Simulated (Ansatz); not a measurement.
# TiB2: B on a Ti site (antisite)

Consider a 30-atom supercell of TiB2 (space group P6/mmm, No. 191; a = 3.0174 Å, c = 3.1851 Å) at its relaxed geometry.

One thing is altered: a neutral B on a Ti site (antisite), atoms relaxed at fixed cell, starting from a slightly rattled geometry.

Calculations: PBEsol, PAW, 420 eV (Ansatz, a quantum-chemistry and plane-wave program; without spin-orbit coupling). Settings: 4×4×4 k-points, 0.05 eV Fermi–Dirac smearing.

```json
{
 "largest_displacement_of_a_host_atom_from_its_site_in_the_perfect_cell": "0.10 Å",
 "shift_of_the_substituted_atom_off_its_lattice_site": "1.03 Å"
}
```

Cost of the whole job for the changed cell (relaxation, final SCF and bands): roughly 12 core-minutes.

In so small a cell the defect repeats every few ångströms: this is an ordered compound, not a dilute defect. The final runs are not spin-polarised. The defect cell is not spin-polarised.
